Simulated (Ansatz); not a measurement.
C11b MoSi2, treated with PBEsol (Ansatz, a first-principles code, PAW).

Run with plane-wave cutoff 520 eV, 28×28×28 k mesh, Fermi–Dirac smearing 0.039 eV (set by the program), no spin polarisation, scalar-relativistic PAW data made under PBE.

Computed at the level's own relaxed cell.

Hill averages of the elastic tensor: K = 219.2 GPa, G = 190.6 GPa. Volume 13.266 Å³/atom, mean atomic mass 50.704 u.

Problem. Work out the density, the sound velocities of a polycrystal and the elastic Debye temperature, and Pugh's ratio at this level.

Solution. ρ = 1.66054 × 50.704/13.266 = 6.347 g/cm³. v_l = √[(K + 4G/3)/ρ] = 8.636 km/s and v_t = √(G/ρ) = 5.480 km/s. The mean follows from 3/v_m³ = 1/v_l³ + 2/v_t³: v_m = 6.027 km/s. Θ_D = (ħ/k_B) v_m (6π²/V)^(1/3) = 76.38 K Å s/km × 6.027 × 1.6465 Å⁻¹ = 758 K, counting all atoms of the cell. K/G = 1.15, to be set beside Pugh's rough bound of 1.75 between brittle and ductile metals.
